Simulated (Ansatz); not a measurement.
## Na2CrO4 (Cmcm, No. 63)

The numbers are results of LDA (Ansatz, a quantum-chemistry and plane-wave program, PAW), not measurements.

Settings: plane-wave cutoff 500 eV, 8×8×6 k mesh (along the axes of the cell as run), gaussian smearing 0.02 eV, no spin polarisation, scalar-relativistic PAW data made under PBE.

Cell: relaxed at this level.

equilibrium volume per atom: 12.73 Å³/atom
band gap: 2.79 eV (on the SCF k mesh)

Note: the volume lies 8 % below that of the published cell.

Static lattice: no zero-point or thermal effects.

The result took very roughly 11 core-minutes.
